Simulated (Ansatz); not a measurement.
Input and output of a self-consistent single point for NbC (Fm-3m, 2 atoms in the cell) (Ansatz, a quantum-chemistry and plane-wave program)

Computed with PBE, harder PAW files (source: ansatz) (plane waves; Ansatz).

The input file:

Ansatz 0.2 input:
```yaml
# NbC
crystal:
  lattice:
    - [0.00000000, 2.20648500, 2.20648500]
    - [2.20648500, 0.00000000, 2.20648500]
    - [2.20648500, 2.20648500, 0.00000000]
  atoms:
    - { symbol: Nb, position: [0.00000000, 0.00000000, 0.00000000] }
    - { symbol: C, position: [0.50000000, 0.50000000, 0.50000000] }
basis:
  ecutwfc: 820.0 eV
kpoints:
  mp_grid: { grid: [17, 17, 17] }
hamiltonian:
  xc: pbe
  pseudopotentials: { kind: paw, source: ansatz }
scf:
  occupations: { method: methfessel_paxton, width: 0.136 eV }
output:
  forces: true
  eigenvalues: true
  stress: true
```

Output, abridged:

```
WARN ansatz: RAYON_NUM_THREADS=1 ignored (pool sized by the plan → 1); use --threads N
Pseudopotentials: kind: paw
Pseudopotential: Nb, paw, valence charge 13
Pseudopotential: C, paw, valence charge 4
Crystal: 2 atoms, lattice volume = 21.485 Å³
Basis set: ecut = 820 eV, 1139 PW (Γ), exchange–correlation on 60×60×60 points (8 copies of the dense FFT grid, shifted against one another)
Bands: 13, of which v1, the nominal top of the filled ones, is band 9 counted from 1 (8 counted from 0)
Symmetry: 48 space group operations
Space group: Fm-3m (ITA 225), of the structure as read, at distance tolerance 2.8e-5 Å
k-points: 165 of 4913
Initial density: superposition of atomic densities (chi_scale 0.1, normalization cell, long waves kept (reshape's long-wave potential 0.00 eV rms))
Initial wavefunctions: pseudopotential atomic-orbital guess
Eigensolver: davidson
Functional: x = pbe(κ = 0.804, μ = 0.2195149727645171), c = pbe(β = 0.06672455060314922)
SCF iter   1: F=—  HF=-4816.026701 eV  |F-HF|=—  |Δ(HF+E_count)|=         —  Δρ=1.73e-1  dr2=8.99e0  ethr=3.10e-3  ⟨swp⟩=5.0  Hψ=12594  notcnv=0
all-band conjugate gradients solve this SCF's bands
preconditioner: auto → none
SCF iter   2: F=—  HF=-4814.627169 eV  |F-HF|=—  |Δ(HF+E_count)|=    1.40e0  S|Δr|=    0.00e0  Δρ=1.11e-1  dr2=3.66e0  ethr=3.10e-3  ⟨swp⟩=2.5  Hψ=4637  notcnv=0  defer=52
SCF iter   3: F=—  HF=-4813.724301 eV  |F-HF|=—  |Δ(HF+E_count)|=   9.03e-1  S|Δr|=    0.00e0  Δρ=1.14e-2  dr2=2.03e-2  ethr=3.10e-3  ⟨swp⟩=5.1  Hψ=20336  notcnv=0
automatic band count: the SCF goes on with 17 bands, as 13 were too few: the levels above may hold too much charge
SCF iter   4: F=—  HF=-4813.721286 eV  |F-HF|=—  |Δ(HF+E_count)|=   3.01e-3  S|Δr|=    0.00e0  Δρ=2.64e-3  dr2=4.46e-4  ethr=1.19e-4  ⟨swp⟩=2.2  Hψ=5548  notcnv=0  defer=123
SCF iter   5: F=—  HF=-4813.721831 eV  |F-HF|=—  |Δ(HF+E_count)|=   5.45e-4  S|Δr|=    0.00e0  Δρ=5.15e-4  dr2=3.91e-5  ethr=2.62e-6  ⟨swp⟩=2.8  Hψ=3643  notcnv=0  defer=123
SCF iter   6: F=—  HF=-4813.721837 eV  |F-HF|=—  |Δ(HF+E_count)|=   5.75e-6  S|Δr|=    0.00e0  Δρ=4.67e-5  dr2=3.30e-7  ethr=2.30e-7  ⟨swp⟩=2.3  Hψ=3363  notcnv=0  defer=123
SCF iter   7: F=-4813.721837 eV  HF=-4813.721837 eV  |F-HF|=2.58e-10  |Δ(HF+E_count)|=   4.52e-8  S|Δr|=    0.00e0  Δρ=1.92e-6  dr2=5.31e-10  ethr=5.88e-10  ⟨swp⟩=9.4  Hψ=14589  notcnv=0
SCF 1 converged in 7 iterations: F = -4813.721837 eV  dr2 = 5.31e-10
SCF converged after 7 iterations
Stability not checked (fill_not_monotonic)
Free energy (F): -4813.721837 eV
Harris-Foulkes:  -4813.721837 eV  (|F-HF|=2.58e-10)
Internal energy: -4813.722112 eV  (E = F + TS)
E sigma→0 (E₀):  -4813.721906 eV
Entropy (-TS):   0.000275 eV (0.138 meV/atom)
Fermi energy:    19.767418 eV
--- Per-component energies (eV) ---
  E_band       = -17.769230
  E_kinetic    = 584.925215
  E_local      = -991.847133  (includes V_loc(G=0)·N_el)
  E_nonlocal   = 360.541765
  E_hartree    = 198.413851
  E_xc         = -256.849305
  E_vxc        = -302.274308  (∫ρ·V_xc dr)
  E_paw        = -3140.153977  (= ΣΔE_a)
  E_vpaw       = -65.942161  (= ΣTr[D̂ρ^β])
  E_aug_tail   = -0.000004  (compensation charges beyond the density's cutoff)
  E_ewald      = -1568.752524
  E_smearing   = 0.000275  (= −TS)
  E_closure    = -0.000000  (closes the sum)
  Σ components = -4813.721837   (vs F -4813.721837, Δ=0.00e0)
--- Forces (eV/Å), atoms counted from 1 ---
  atom   1  Nb    -0.00000000     0.00000000     0.00000000
  atom   2  C      0.00000000     0.00000000     0.00000000
  max |Σ_I F_I| component: 2.33e-30 eV/Å
--- Stress (GPa, compression-positive) ---
       16.140129      -0.000000      -0.000000
        0.000000      16.140129       0.000000
        0.000000       0.000000      16.140129
  P = ⅓ Tr σ = 16.1401 GPa (161.401 kbar)
  The stress holds the Pulay correction. Without it, at fixed plane waves, as pw.x and ABINIT print it: P = 16.1377 GPa
--- Band table (eV; the first three rows and the last of 165) ---
  k-point 0: bands = ["-35.9417", "-11.6262", "-11.6262", "-11.6262", "6.0873", "18.3468", "18.3468", "18.3468", "19.4589", "19.4589", "19.4589", "20.1116", "20.1116", "27.8093", "29.6760", "42.6043", "42.6043"]
  k-point 1: bands = ["-35.9375", "-11.6614", "-11.6294", "-11.6294", "6.1807", "17.9110", "18.2002", "18.2002", "18.8996", "18.8996", "19.7216", "21.0008", "21.0008", "27.9719", "29.9032", "41.8232", "42.1931"]
  k-point 2: bands = ["-35.9252", "-11.7610", "-11.6385", "-11.6385", "6.4526", "17.0699", "17.4569", "17.4569", "18.9316", "18.9316", "20.1030", "22.2530", "22.2530", "28.3988", "30.5333", "40.3473", "41.0568"]
  k-point 164: bands = ["-35.7721", "-12.2488", "-12.1905", "-11.9648", "8.2643", "14.8036", "15.2188", "15.3632", "21.0786", "21.5359", "23.1957", "25.1625", "25.6886", "32.7664", "33.2708", "33.8763", "37.2171"]
```

The run converged in 7 iterations.

The starting cell comes from a database of computed structures (which also holds hypothetical and non-ambient phases and stackings), without a prior relaxation at this level. Its lattice was rescaled by a random factor within 2.5 % of one. Spin polarisation is off. With a pressure of about 16 GPa the cell is away from its equilibrium volume at this level. Ansatz's pressure includes its estimate of the finite-basis (Pulay) stress.
